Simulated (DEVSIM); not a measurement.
Structure: illuminated Si p-on-n cell, one wavelength, at 300 K.

```
layer (left to right)  material  thickness (μm)  Nd (cm⁻³)  Na (cm⁻³)  τn (s)  τp (s)  absorption coefficient (cm⁻¹)
---------------------  --------  --------------  ---------  ---------  ------  ------  -----------------------------
1                            Si           0.170          -     8.4e17  3.6e-8  7.8e-8                           5800
2                            Si            73.0     5.9e15          -  2.1e-7  2.1e-7                           5800
```

Left contact: ohmic, minority electron recombination velocity 7e5 cm/s. Right contact: ohmic, minority hole recombination velocity 1000 cm/s. Voltage is applied to the left contact. Recombination: SRH at mid-gap, radiative. Gap narrowing is on: ΔEg = 6.92 meV × (l + √(l² + 0.5)), l = ln(N/1.3e17 cm⁻³), shared equally by both band edges. Light enters at the left, 7.3e16 photons cm⁻² s⁻¹, one pass, no reflection. Mobility is μmin + (μ − μmin)/(1 + (N/Nref)^α).

This is a model device: material constants are rounded textbook-type values typed into the input, and sizes, dopings and lifetimes were drawn at random. Values at 300 K.

```tsv
parameter	Si
gap (eV)	1.124
affinity (eV)	4.05
permittivity	11.7
Nc (cm⁻³)	2.86e19
Nv (cm⁻³)	3.1e19
μn (cm²/Vs)	1417
μp (cm²/Vs)	470
μn,min	52
μp,min	45
Nref,n	9.7e16
Nref,p	2.2e17
αn	0.68
αp	0.72
B (cm³/s)	4.7e-15
```

Simulated with DEVSIM: 1D drift-diffusion, Boltzmann statistics, complete ionisation; no tunnelling, impact ionisation, image-force lowering or self-heating.

Problem. Tabulate band edges, carrier densities and field at -2.0 V on the left contact, in the dark.

Solution. Energies count from the Fermi level of the right contact; mesh points crowd at the junctions.

| x (μm) | Ec (eV) | Ev (eV) | n (cm⁻³) | p (cm⁻³) | field (V/cm) |
|---|---|---|---|---|---|
| 0.000 | 3.004 | 1.907 | 230 | 8.4e17 | ≈ 0 |
| 0.02498 | 3.004 | 1.907 | 200 | 8.4e17 | ≈ 0 |
| 0.07131 | 3.004 | 1.907 | 130 | 8.4e17 | ≈ 0 |
| 0.1247 | 3.004 | 1.907 | < 1e2 | 8.4e17 | ≈ 0 |
| 0.1667 | 2.980 | 1.883 | < 1e2 | 3.4e17 | -46000 |
| 0.1921 | 2.818 | 1.694 | < 1e2 | 2.3e14 | -69000 |
| 0.2461 | 2.461 | 1.337 | 750 | 2.3e8 | -64000 |
| 0.4352 | 1.421 | 0.298 | 9900 | 33000 | -46000 |
| 0.8000 | 0.338 | -0.785 | 6.0e13 | < 1e2 | -13000 |
| 1.566 | 0.219 | -0.904 | 5.9e15 | 790 | ≈ 0 |
| 3.356 | 0.219 | -0.904 | 5.9e15 | 2900 | ≈ 0 |
| 9.418 | 0.219 | -0.904 | 5.9e15 | 8500 | ≈ 0 |
| 20.27 | 0.219 | -0.904 | 5.9e15 | 14000 | ≈ 0 |
| 43.41 | 0.219 | -0.904 | 5.9e15 | 19000 | ≈ 0 |
| 62.88 | 0.219 | -0.904 | 5.9e15 | 20000 | ≈ 0 |
| 68.44 | 0.219 | -0.904 | 5.9e15 | 20000 | ≈ 0 |
| 71.09 | 0.219 | -0.904 | 5.9e15 | 20000 | ≈ 0 |
| 72.23 | 0.219 | -0.904 | 5.9e15 | 20000 | ≈ 0 |
| 72.86 | 0.219 | -0.904 | 5.9e15 | 20000 | ≈ 0 |
| 73.05 | 0.219 | -0.904 | 5.9e15 | 20000 | ≈ 0 |
| 73.13 | 0.219 | -0.904 | 5.9e15 | 20000 | ≈ 0 |
| 73.17 | 0.219 | -0.904 | 5.9e15 | 20000 | ≈ 0 |
